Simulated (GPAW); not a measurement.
Worked example: self-consistent single point of VFe₃ (I4/mmm, 4 atoms in the cell) in GPAW.

Method: PBEsol, GPAW PAW datasets PBEsol (made by gpaw-setup) (plane waves; GPAW 25.7.0).

The change in words: lattice scaled by 0.98. Reference geometry:
```yaml
crystal:
  lattice:
    - [-2.04367, 2.04367, 2.89713]
    - [2.04367, -2.04367, 2.89713]
    - [2.04367, 2.04367, -2.89713]
  atoms:
    - { symbol: V, position: [0.50000, 0.50000, 0.00000], spin: 2.0 }
    - { symbol: Fe, position: [0.75000, 0.25000, 0.50000], spin: 4.0 }
    - { symbol: Fe, position: [0.25000, 0.75000, 0.50000], spin: 4.0 }
    - { symbol: Fe, position: [0.00000, 0.00000, 0.00000], spin: 4.0 }
```
(The spins are starting values, not results.)

Reference input (self-consistent single point, DFT PBEsol, plane waves, GPAW PAW datasets PBEsol (made by gpaw-setup)): spinpol = true; mode = pw; ecut = 850 eV; xc = PBEsol; kpts = 6 6 6; mesh shift (steps) = 0 0 0; occupations.name = methfessel-paxton; occupations.width = 0.272 eV; occupations.order = 0; nbands = -10; symmetry.symmorphic = false; symmetry.tolerance = 0.0005. This run's input differs from it in these lines:

```diff
@@ -5,5 +5,5 @@
 atoms = Atoms(['V', 'Fe', 'Fe', 'Fe'],
-              cell=[[-2.043675, 2.043675, 2.897130],
-                    [2.043675, -2.043675, 2.897130],
-                    [2.043675, 2.043675, -2.897130]],
+              cell=[[-2.002802, 2.002802, 2.839187],
+                    [2.002802, -2.002802, 2.839187],
+                    [2.002802, 2.002802, -2.839187]],
               scaled_positions=[[0.500000, 0.500000, 0.000000],
```

Output (repeated stretches shortened):

```
     iter     time        total  log10-change:  magmom
                         energy   eigst   dens
iter:   1 --:--:--   -36.473364                   +14.0278
iter:   2 --:--:--   -38.527828   -0.81  -1.41    +9.3961
iter:   3 --:--:--   -39.110460   -1.70  -1.41    +4.7003
iter:   4 --:--:--   -38.906830   -2.09  -1.45    +5.0364
iter:   5 --:--:--   -38.815155   -2.33  -1.57    +4.9556
iter:   6 --:--:--   -38.889588   -1.77  -1.74    +4.9173
iter:   7 --:--:--   -38.832219   -2.84  -1.88    +4.9286
iter:   8 --:--:--   -38.887604   -2.32  -2.06    +4.9439
iter:   9 --:--:--   -38.858582   -3.31  -2.14    +4.9392
iter:  10 --:--:--   -38.858803   -3.88  -2.50    +4.9388
iter:  11 --:--:--   -38.858368c  -4.24  -2.60    +4.9281
iter:  12 --:--:--   -38.858315c  -4.95  -3.15    +4.9232
iter:  13 --:--:--   -38.858327c  -5.65  -3.48    +4.9216
iter:  14 --:--:--   -38.858403c  -6.41  -3.41    +4.9209
iter:  15 --:--:--   -38.858444c  -6.39  -3.35    +4.9203
   [... 15 lines left out ...]
iter:  31 --:--:--   -38.858433c  -6.40  -3.73    +4.9202
iter:  32 --:--:--   -38.858394c  -6.60  -3.53    +4.9199
iter:  33 --:--:--   -38.858392c  -6.36  -3.80    +4.9198
iter:  34 --:--:--   -38.858363c  -6.84  -3.70    +4.9198
iter:  35 --:--:--   -38.858375c  -7.75c -4.11c   +4.9197
Converged after 35 iterations.

Dipole moment: (0.000000, -0.000000, 0.000000) |e|*Ang

Total magnetic moment: (0.000000, 0.000000, 4.919679)
Local magnetic moments:
   0 V  ( 0.000000,  0.000000, -0.704233)
   1 Fe ( 0.000000,  0.000000,  1.691754)
   2 Fe ( 0.000000,  0.000000,  1.691754)
   3 Fe ( 0.000000,  0.000000,  2.389846)

Energy contributions relative to reference atoms: (reference = -129554.187342)

Kinetic:        +14.837606
Potential:      -12.905631
External:        +0.000000
XC:             -41.149370
Entropy (-ST):   -0.084418
Local:           +0.401228
SIC:             +0.000000
--------------------------
Free energy:    -38.900584
Extrapolated:   -38.858375

Spin contamination: 0.921768 electrons
Showing only first 2 kpts
                      Up                     Down
   [... lines left out ...]
Fermi level: 10.67066
No gap
   [... lines left out ...]
Energy (eV): -38.858375

Forces in eV/Ang:
  0 V    -0.00000    0.00000    0.00000
  1 Fe    0.00000    0.00000    0.00000
  2 Fe    0.00000    0.00000    0.00000
  3 Fe    0.00000    0.00000    0.00000

Stress tensor:
     0.014179     0.000000     0.000000
     0.000000     0.014179     0.000000
     0.000000     0.000000     0.016293
Stress (GPa, Voigt): [2.2717 2.2717 2.6104 0.     0.     0.    ]
```

The run converged in 35 iterations. GPAW prints stress with tension positive. Against the reference run the free energy drops by 34.2 meV/atom, the pressure goes from -12.97 to -2.38 GPa and the size of the net moment goes from 1.27 to 1.23 μB/atom.

The starting cell comes from a database of computed structures (which also holds hypothetical and non-ambient phases and stackings), without a prior relaxation at this level. For this run, on top of that: lattice scaled by 0.98. The magnetic order is the one reached from the typed start; others were not searched systematically.

Cost on one core of a shared machine: roughly 6 min.
